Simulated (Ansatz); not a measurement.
# BeS: response to strain

The parent structure is BeS in the zinc blende structure (space group F-43m, No. 216; a = 4.8686 Å). Axes: x, y, z lie along the cube axes.

Strains are applied to the cell and any free atomic positions relax.

All numbers come from plane-wave PAW DFT at the r2SCAN level (Ansatz, a first-principles code, 500 eV), no SOC.

Notes on the quantities. pressure: mean of the normal stresses, compression positive; energy relative to the base: free energy F.

```tsv
case	electron mass	volume per atom	band gap	pressure	energy relative to the base
base	0.79 mₑ along k, 0.29 mₑ across (at X)	14.43 Å³	3.59 eV	0.00 GPa	0 meV/atom
uniaxial strain ε_zz = −3.00 %	___	13.99 Å³	3.25 eV	3.13 GPa	+6.8 meV/atom
uniaxial strain ε_zz = −2.50 %	0.75 mₑ along k, 0.29 mₑ across (at X)	14.06 Å³	3.31 eV	2.58 GPa	+4.7 meV/atom
uniaxial strain ε_zz = −2.00 %	___	14.14 Å³	3.36 eV	2.04 GPa	___
uniaxial strain ε_zz = −1.50 %	0.77 mₑ along k, 0.29 mₑ across (at X)	14.21 Å³	3.42 eV	1.51 GPa	+1.7 meV/atom
uniaxial strain ε_zz = −1.00 %	0.77 mₑ along k, 0.29 mₑ across (at X)	14.28 Å³	3.48 eV	0.99 GPa	+0.7 meV/atom
uniaxial strain ε_zz = −0.50 %	0.78 mₑ along k, 0.29 mₑ across (at X)	14.35 Å³	___	0.49 GPa	+0.2 meV/atom
```

### Question
What belongs in the blanks?

### Answer

- uniaxial strain ε_zz = −3.00 %, electron mass: 0.74 mₑ along k, 0.29 mₑ across (at X)
- uniaxial strain ε_zz = −2.00 %, electron mass: 0.76 mₑ along k, 0.29 mₑ across (at X)
- uniaxial strain ε_zz = −2.00 %, energy relative to the base: +3.0 meV/atom
- uniaxial strain ε_zz = −0.50 %, band gap: 3.53 eV

Effective masses come from finite differences of ±0.01 Å⁻¹. Along k means along the line from Γ to the band edge. Semilocal Kohn–Sham gaps tend to fall short of experiment. Stability against distortions was not tested.
